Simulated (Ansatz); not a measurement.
**MnHg (Pm-3m, No. 221, 2 atoms in the cell; start COD 1522376)**

All values below come from PBE (PAW; Ansatz, an electronic-structure program).

Run with plane-wave cutoff 520 eV, 16×16×16 k mesh, Fermi–Dirac smearing 0.05 eV, spin-polarised with parallel moments, scalar-relativistic PAW data made under PBE.

Cell (relaxed at this level):

```cif
data_HgMn
_chemical_formula_sum 'Mn1 Hg1'
_space_group_name_H-M_alt 'P 1'
_space_group_IT_number 1
_cell_length_a 3.32198
_cell_length_b 3.32198
_cell_length_c 3.32198
_cell_angle_alpha 90.000
_cell_angle_beta 90.000
_cell_angle_gamma 90.000
loop_
_space_group_symop_operation_xyz
  'x, y, z'
loop_
_atom_site_label
_atom_site_type_symbol
_atom_site_fract_x
_atom_site_fract_y
_atom_site_fract_z
_atom_site_occupancy
Mn1 Mn 0.50000 0.50000 0.50000 1
Hg1 Hg 0.00000 0.00000 0.00000 1
```
Starting moments (μB, in the order of the record's atoms Mn Hg): 4.0 0.0.

| Quantity | Result |
|---|---|
| bulk modulus B0 | 75.1 GPa |

Note: the magnetic order was assumed, not searched for or taken from measurement; the bulk modulus is −V dP/dV from two relaxed cells at ±2 % in volume; the relaxation could not lower the start's symmetry, so the cell can be a saddle point above a distorted one.

Spin–orbit coupling is not included; it can shift volumes and moduli of such heavy elements.

Static lattice: no zero-point or thermal effects.

Cost on a shared machine: around 2.3 core-minutes (rough).
